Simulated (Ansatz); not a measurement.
Amorphous Si$_{24}$O$_{49}$Ba, 74 atoms at 2.35 g/cm³, one PBE-relaxed geometry, zone centre. Methods: PBE, scalar-relativistic without spin-orbit coupling (Ansatz, a quantum-chemistry and plane-wave program); r2SCAN, scalar-relativistic without spin-orbit coupling (Ansatz); HSE06, scalar-relativistic without spin-orbit coupling (Ansatz). Plane waves to 420 eV (r2SCAN 500 eV); exact exchange is cut at the cell's faces. At PBE the levels at the filled edge of the gap are localised (band-tail or defect states), and the nearest spread-out levels lie 5.2 eV apart at the zone centre. All rungs ran without spin polarisation.

It comes from a melt-quench run on a machine-learned potential (CHGNet), relaxed afterwards by DFT. O atoms were pushed apart under 1.9 Å during the dynamics, to hinder bonds among them. The hot cell started wider than the set density and was brought back towards it in steps. It is the lowest in DFT energy of 2 quenches. It is a model cell: composition and starting density were chosen by hand, and all elements were melted together. No dispersion term was used. Its density started from a set value of 2.35 and ended at 2.35 g/cm³. The simulated quench (nominally 320 K/ps over its main leg) is rapid and tends to freeze in more defects than a deposited or slowly cooled glass has. A cell of this size samples the disorder only roughly. The volume was held where the preparation left it and the shape relaxed, at a PBE pressure of 1.5 GPa. Stress components on the final sampling reach 1.6 GPa.

The relaxation ran on the zone centre alone. At PBE the level gap is 4.01 eV on a 2×2×2 Γ-centred mesh, and the spacing at the zone centre alone 4.01 eV.

Problem. What zone-centre spacing does r2SCAN give, roughly?

Solution. 4.64 eV (+0.63 eV against PBE).

Problem. What zone-centre spacing does HSE06 give, roughly?

Solution. 5.63 eV (+1.62 eV against PBE).

The highest filled and the lowest empty state spread over these numbers of atoms (participation numbers): PBE: 3.0 and 50.4; r2SCAN: 3.1 and 53.4; HSE06: 3.0 and 44.9.
